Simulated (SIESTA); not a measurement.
Worked example: self-consistent single point of La3Ga (Pm-3m, 4 atoms in the cell) in SIESTA.

Method of the run: GGA PBEsol, numerical atomic orbitals DZP, PseudoDojo PBEsol standard norm-conserving potentials (rewritten from UPF to PSML) (SIESTA).

The change in words: lattice scaled by 0.98. Reference geometry:
```
CELL_PARAMETERS angstrom
      4.93068     0.00000     0.00000
      0.00000     4.93068     0.00000
      0.00000     0.00000     4.93068
ATOMIC_POSITIONS crystal
  La 0.00000 0.50000 0.50000
  La 0.50000 0.00000 0.50000
  La 0.50000 0.50000 0.00000
  Ga 0.00000 0.00000 0.00000
```

Reference input (self-consistent single point, DFT, GGA PBEsol, numerical atomic orbitals DZP, PseudoDojo PBEsol standard norm-conserving potentials (rewritten from UPF to PSML)): XC.functional = GGA; XC.authors = PBEsol; potentials = PseudoDojo PBEsol standard; PAO.BasisSize = DZP; PAO.EnergyShift = 0.01 Ry; MeshCutoff = 350 Ry; kgrid.MonkhorstPack = 5 5 5; OccupationFunction = MP; OccupationMPOrder = 0; ElectronicTemperature = 3156.43 K; MaxSCFIterations = 150; SCF.Mixer.Method = Pulay. This run's input differs from it in these lines:

```diff
@@ -12,5 +12,5 @@
 %block LatticeVectors
-     9.317634808    0.000000000    0.000000000
-     0.000000000    9.317634808    0.000000000
-     0.000000000    0.000000000    9.317634808
+     9.131281356    0.000000000    0.000000000
+     0.000000000    9.131281356    0.000000000
+     0.000000000    0.000000000    9.131281356
 %endblock LatticeVectors
@@ -18,5 +18,5 @@
 %block AtomicCoordinatesAndAtomicSpecies
-     0.000000000    4.658817404    4.658817404  1
-     4.658817404    0.000000000    4.658817404  1
-     4.658817404    4.658817404    0.000000000  1
+     0.000000000    4.565640678    4.565640678  1
+     4.565640678    0.000000000    4.565640678  1
+     4.565640678    4.565640678    0.000000000  1
      0.000000000    0.000000000    0.000000000  2
```

The program printed (abridged):

```
        iscf     Eharris(eV)        E_KS(eV)     FreeEng(eV)     dDmax    Ef(eV) dHmax(eV)
   scf:    1    -4915.535380    -4941.272499    -4941.422893  1.405955 -5.181467  4.142709
   scf:    2    -4941.879223    -4941.588804    -4941.736966  0.075749 -5.239872  2.417893
   scf:    3    -4941.953097    -4941.792778    -4941.941072  0.089313 -5.348583  0.304348
   scf:    4    -4941.800066    -4941.797224    -4941.946189  0.014201 -5.371401  0.022448
   scf:    5    -4941.796882    -4941.797059    -4941.946245  0.002637 -5.368864  0.013610
   scf:    6    -4941.796760    -4941.796911    -4941.946250  0.001087 -5.368073  0.013332
   scf:    7    -4941.796902    -4941.796907    -4941.946252  0.000365 -5.368006  0.001338
   scf:    8    -4941.796909    -4941.796908    -4941.946252  0.000088 -5.367990  0.001245
   scf:    9    -4941.796911    -4941.796910    -4941.946252  0.000039 -5.367987  0.000007
   scf:   10    -4941.796910    -4941.796910    -4941.946252  0.000000 -5.367987  0.000004
SCF Convergence by DM+H criterion
max |DM_out - DM_in|         :     0.0000003615
max |H_out - H_in|      (eV) :     0.0000044457
SCF cycle converged after 10 iterations

Using DM_out to compute the final energy and forces

siesta: E_KS(eV) =            -4941.7969

siesta: E_KS - E_eggbox =     -4941.7969

siesta: Atomic forces (eV/Ang):
     1    0.000000   -0.000000   -0.000000
     2   -0.000000   -0.000000   -0.000000
     3   -0.000000   -0.000000    0.000000
     4    0.000000   -0.000000   -0.000000
   Tot    0.000000   -0.000000   -0.000000
   Max    0.000000
   Res    0.000000    sqrt( Sum f_i^2 / 3N )
   Max    0.000000    constrained

Stress tensor Voigt[x,y,z,yz,xz,xy] (kbar):      -37.03      -37.03      -37.03       -0.00        0.00       -0.00
(Free)E + p*V (eV/cell)    -4939.3386
   [... lines left out ...]
siesta: FreeEng =     -4941.946252
   [... lines left out ...]
siesta:    -0.023113   -0.000000    0.000000
siesta:    -0.000000   -0.023113    0.000000
siesta:     0.000000   -0.000000   -0.023113

siesta: Cell volume =        112.823241 Ang**3

siesta: Pressure (static):
siesta:                Solid            Molecule  Units
siesta:           0.00025173          0.00025173  Ry/Bohr**3
siesta:           0.02311308          0.02311308  eV/Ang**3
siesta:          37.03124452         37.03124452  kBar
```

The run converged in 10 iterations. Against the reference run the free energy goes up by 19.4 meV/atom and the pressure goes from 0.13 to 3.70 GPa.

The starting cell comes from a database of computed structures (which also holds hypothetical and non-ambient phases and stackings), without a prior relaxation at this level. For this run, on top of that: lattice scaled by 0.98. Values carry the incompleteness of an atom-centred basis. With a pressure of about 4 GPa the cell is away from its equilibrium volume at this level.

Cost on one core of a shared machine: roughly 40 s.
